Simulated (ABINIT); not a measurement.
## Pressure against volume in fcc Ir (space group 225) (ABINIT, LDA)

```
Ir
1.0
    0.00000     1.84533     1.84533
    1.84533     0.00000     1.84533
    1.84533     1.84533     0.00000
Ir
1
Direct
  0.00000   0.00000   0.00000
```

Computed with LDA (PW92), norm-conserving pseudopotentials (PseudoDojo nc-sr-04 LDA standard) (plane waves; ABINIT). Settings: pseudos = [Ir.upf]; ecut = 44 Ha; occopt = 3; tsmear = 0.00183747 Ha; ngkpt = 27 27 27; nshiftk = 1; shiftk = 0 0 0; potentials = PseudoDojo nc-sr-04 LDA standard; nband = 14; kptopt = 1; nstep = 80; tolvrs = 1e-11. The cell above is the first row's. The rows scale it uniformly. In all rows the k mesh is held.

| V (Å^3/atom) | P (GPa) |
|---|---|
| 12.567 | ? |
| 12.841 | 35.45 |
| 13.114 | 23.91 |
| 13.387 | 13.65 |
| 13.660 | 4.54 |
| 13.934 | -3.56 |
| 14.207 | -10.74 |
| 14.480 | -17.12 |
| 14.753 | -22.76 |

Problem. Fit P against V with a cubic, and predict the withheld value at V = 12.567.

Solution. With u = V - 13.8, the rows have u = -0.9590, -0.6860, -0.4130, -0.1400, 0.1340, 0.4070, 0.6800, 0.9530. Least squares gives P = 0.269 - 29.5542·u + 6.5342·u² - 0.9332·u³. Residuals (row less fit): 0.006, -0.009, -0.005, 0.003, 0.016, 0.000, -0.020, 0.009; standard error 0.015 (degrees of freedom: 4). The fitted pressure is zero at V0 = 13.81, where dP/dV = -29.44, so B0 = -V0·dP/dV = 406 GPa. At the withheld row, u = -1.2330, so P = 0.269 - 29.5542 × (-1.2330) + 6.5342 × (-1.2330)² - 0.9332 × (-1.2330)³ = 48.392 GPa. The calculation gives 48.43 GPa, 0.038 GPa above the prediction (0.1 % of the range of P in the table). The row lies outside the fitted rows, so this is an extrapolation. From the scatter of the fitted rows alone, a prediction at this place has a standard error of 0.040 GPa, so the miss is 0.9 times that.

Carrying the step between the two nearest rows on in a straight line would have given 47.03, off by 1.40; series whose last step already gives the withheld value aren't shown. The scan was laid around a cell of about the measured size, scaled by a guess for this functional. Spin polarisation is off. Spin-orbit coupling is off. Cutoffs and mesh are single choices, not tested for convergence of this quantity. Series with a scatter that would blur these digits, or in which a gap closes, are not shown.
